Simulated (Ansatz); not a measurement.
## A self-consistent single point of RhAu (Fd-3m, 4 atoms in the cell) with Ansatz

Computed with PBE (plane waves, PAW; Ansatz, an electronic-structure program).

This input was run:

Ansatz 0.2 input:
```yaml
crystal:
  lattice:
    - [0.000000, 3.113253, 3.113253]
    - [3.113253, 0.000000, 3.113253]
    - [3.113253, 3.113253, 0.000000]
  atoms:
    - { symbol: Rh, position_ang: [4.669879, 4.669879, 4.669879] }
    - { symbol: Rh, position_ang: [3.113253, 3.113253, 3.113253] }
    - { symbol: Au, position_ang: [0.000000, 0.000000, 0.000000] }
    - { symbol: Au, position_ang: [1.556626, 1.556626, 1.556626] }
basis:
  ecutwfc: 30.9 Ry
kpoints:
  mp_grid: { grid: [7, 7, 7] }
hamiltonian:
  xc: pbe
  pseudopotentials: { kind: paw }
scf:
  occupations: { method: fermi_dirac, width: 0.01 Ry }
output:
  forces: true
  eigenvalues: true
  stress: true
```

Output (repeated stretches shortened):

```
WARN ansatz: RAYON_NUM_THREADS=1 ignored (pool sized by the plan → 1); use --threads N
Pseudopotentials: kind: paw
Pseudopotential: Rh, paw, valence charge 17
Pseudopotential: Au, paw, valence charge 19
Crystal: 4 atoms, lattice volume = 60.349 Å³
Basis set: ecut = 420.4159175005146 eV, 1243 PW (Γ), exchange–correlation on 60×60×60 points (8 copies of the dense FFT grid, shifted against one another)
Bands: 44, of which v1, the nominal top of the filled ones, is band 36 counted from 1 (35 counted from 0)
Symmetry: 48 space group operations
Space group: Fd-3m (ITA 227), of the structure as read, at distance tolerance 3.9e-5 Å
k-points: 20 of 343
Initial density: superposition of atomic densities (neutral atoms: chi_scale 0, normalization atom), corrected by the library's trained network
Initial wavefunctions: pseudopotential atomic-orbital guess
Eigensolver: davidson
Functional: x = pbe(κ = 0.804, μ = 0.2195149727645171), c = pbe(β = 0.06672455060314922)
SCF iter   1: F=—  HF=-39103.210114 eV  |F-HF|=—  |Δ(HF+E_count)|=         —  Δρ=6.97e-3  dr2=1.07e-2  ethr=1.77e-3  ⟨swp⟩=6.0  Hψ=2795  notcnv=0  defer=12
all-band conjugate gradients solve this SCF's bands
preconditioner: auto → Kerker (q_TF=auto, 2.810 Å⁻¹)
SCF iter   2: F=—  HF=-39103.212839 eV  |F-HF|=—  |Δ(HF+E_count)|=   2.72e-3  Δρ=3.56e-3  dr2=3.12e-3  ethr=1.49e-5  ⟨swp⟩=2.0  Hψ=1406  notcnv=0  defer=12
SCF iter   3: F=—  HF=-39103.212787 eV  |F-HF|=—  |Δ(HF+E_count)|=   5.18e-5  Δρ=3.31e-4  dr2=2.97e-5  ethr=4.33e-6  ⟨swp⟩=1.9  Hψ=926  notcnv=0  defer=12
SCF iter   4: F=—  HF=-39103.212781 eV  |F-HF|=—  |Δ(HF+E_count)|=   6.11e-6  Δρ=9.43e-5  dr2=6.54e-6  ethr=4.13e-8  ⟨swp⟩=2.0  Hψ=1393  notcnv=0  defer=12
SCF iter   5: F=—  HF=-39103.212780 eV  |F-HF|=—  |Δ(HF+E_count)|=   1.81e-7  Δρ=2.39e-5  dr2=5.22e-7  ethr=9.09e-9  ⟨swp⟩=1.0  Hψ=859  notcnv=0  defer=12
SCF iter   6: F=-39103.212780 eV  HF=-39103.212780 eV  |F-HF|=1.14e-8  |Δ(HF+E_count)|=   5.92e-8  Δρ=5.02e-6  dr2=1.91e-8  ethr=1.39e-10  ⟨swp⟩=6.8  Hψ=3135  notcnv=0
SCF 1 converged in 6 iterations: F = -39103.212780 eV  dr2 = 1.91e-8
SCF converged after 6 iterations
Free energy (F): -39103.212780 eV
Harris-Foulkes:  -39103.212780 eV  (|F-HF|=1.14e-8)
Internal energy: -39102.897596 eV  (E = F + TS)
E sigma→0 (E₀):  -39103.055188 eV
Entropy (-TS):   -0.315185 eV (-78.796 meV/atom)
Fermi energy:    21.691305 eV
--- Per-component energies (eV) ---
  E_band       = -546.732163
  E_kinetic    = 2361.971341
  E_local      = -6431.404527  (includes V_loc(G=0)·N_el)
  E_nonlocal   = 860.466206
  E_hartree    = 2519.562645
  E_xc         = -901.515373
  E_vxc        = -1109.956377  (∫ρ·V_xc dr)
  E_paw        = -26588.389725  (= ΣΔE_a)
  E_vpaw       = -1266.938534  (= ΣTr[D̂ρ^β])
  E_aug_tail   = 0.004538  (compensation charges beyond the density's cutoff)
  E_ewald      = -10923.592700
  E_smearing   = -0.315185  (= −TS)
  E_closure    = 0.000000  (closes the sum)
  Σ components = -39103.212780   (vs F -39103.212780, Δ=0.00e0)
--- Forces (eV/Å), atoms counted from 1 ---
  atom   1  Rh    -0.00000000     0.00000000     0.00000000
   [... zero for the other atoms too ...]
  max |Σ_I F_I| component: 6.36e-18 eV/Å
--- Stress (GPa, compression-positive) ---
       15.538630       0.000000      -0.000000
        0.000000      15.538630      -0.000000
       -0.000000      -0.000000      15.538630
  P = ⅓ Tr σ = 15.5386 GPa (155.386 kbar)
  The stress holds the Pulay correction. Without it, at fixed plane waves, as pw.x and ABINIT print it: P = 15.4535 GPa
--- Band table (eV; the first three rows and the last of 20) ---
  k-point 0: bands = ["-83.8549", "-83.8323", "-56.3542", "-56.2810", "-35.3636", "-35.3636", "-35.3636", "-35.2281", "-35.2281", "-35.2281", "-24.3361", "-24.3361", "-24.3361", "-24.1352", "-24.1352", "-24.1352", "12.5775", "15.1040", "15.1040", [...]
  k-point 1: bands = ["-83.8541", "-83.8332", "-56.3515", "-56.2837", "-35.3660", "-35.3660", "-35.3618", "-35.2299", "-35.2258", "-35.2258", "-24.3398", "-24.3398", "-24.3339", "-24.1379", "-24.1313", "-24.1313", "12.8713", "15.2600", "15.2600", [...]
  k-point 2: bands = ["-83.8519", "-83.8353", "-56.3446", "-56.2907", "-35.3711", "-35.3711", "-35.3575", "-35.2343", "-35.2208", "-35.2208", "-24.3478", "-24.3478", "-24.3295", "-24.1433", "-24.1230", "-24.1230", "13.6660", "15.6702", "15.6702", [...]
  k-point 19: bands = ["-83.8452", "-83.8420", "-56.3228", "-56.3126", "-35.3879", "-35.3845", "-35.3099", "-35.2833", "-35.2073", "-35.2031", "-24.3770", "-24.3694", "-24.2558", "-24.2153", "-24.1013", "-24.0955", "15.0259", "15.3134", "15.5313", [...]
```

The run converged in 6 iterations.

The starting cell was generated: these elements placed on a structure prototype, without a prior relaxation; it need not be a known phase or ordering of this composition. Spin-orbit coupling is off. Spin polarisation is off. With a pressure of about 16 GPa the cell is away from its equilibrium volume at this level. Ansatz's pressure includes its estimate of the finite-basis (Pulay) stress.
